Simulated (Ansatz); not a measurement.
Surface energy of faces of hcp Be in PBE and in r2SCAN, in Ansatz (plane waves, PAW). Symmetric slabs relaxed with PBE from ideal cuts in 1x1 cells (the lowest computed cut and spin start of each face; real faces may reconstruct in larger cells); r2SCAN values are single points on them, with the bulk at the same level. No spin-orbit coupling, no U.

```json
[
 {"face": "(0001)", "PBE (J/m²)": "1.82", "r2SCAN (J/m²)": "1.89"},
 {"face": "(10-10)", "PBE (J/m²)": "1.92", "r2SCAN (J/m²)": "1.98"},
 {"face": "(10-11)", "PBE (J/m²)": "1.89", "r2SCAN (J/m²)": "1.95"},
 {"face": "(11-20)", "PBE (J/m²)": "2.11", "r2SCAN (J/m²)": "?"},
 {"face": "(11-21)", "PBE (J/m²)": "2.47", "r2SCAN (J/m²)": "2.56"},
 {"face": "(11-22)", "PBE (J/m²)": "2.47", "r2SCAN (J/m²)": "2.58"},
 {"face": "(20-21)", "PBE (J/m²)": "1.89", "r2SCAN (J/m²)": "1.94"},
 {"face": "(21-30)", "PBE (J/m²)": "2.08", "r2SCAN (J/m²)": "2.14"},
 {"face": "(21-32)", "PBE (J/m²)": "2.38", "r2SCAN (J/m²)": "2.47"}
]
```

### Question
Fit a straight line y = a·x + b by least squares to the 8 complete rows (x: PBE (J/m²); y: r2SCAN (J/m²)).

### Answer
the means are x̄ = 2.1150 and ȳ = 2.1887; Σ(x − x̄)² = 0.54980 and Σ(x − x̄)(y − ȳ) = 0.58545, so a = 1.065 and b = ȳ − a·x̄ = -0.063. The largest residual is 0.015.

### Question
What does the line predict for the withheld row, (11-20), and what did the calculation give?

### Answer
the line gives 2.18; the calculation gave 2.16, a miss of -0.02, of the size of the fitted rows' scatter and rounding.

Ansatz is a program for electronic structure.
